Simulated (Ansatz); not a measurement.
Consider WSi$_{2}$ (space group I4/mmm, No. 139; a = 3.202 Å, c = 7.818 Å; relaxed with 0.1 eV smearing). Axes: x, y, z lie along a, b, c of the conventional cell.

Level of theory: plane-wave PAW DFT at the PBEsol level (Ansatz, a program for electronic structure, 420 eV), spin-orbit coupling left out.

Modification: tensor shear ε_xz = +1.14 % (engineering shear γ = 0.0228), atoms relaxed at fixed cell.

Task: What happens to the stress?

Result: The stress (xx, yy, zz, yz, xz, xy; compression positive) is (0.1, 0.1, 0.1, 0.0, -4.8, 0.0) GPa.

Task: How does this affect the energy relative to the base?

Result: The energy increases by 4.5 meV/atom.

The cells carry an imposed strain or load. Stability against distortions was not tested. The final runs are not spin-polarised.
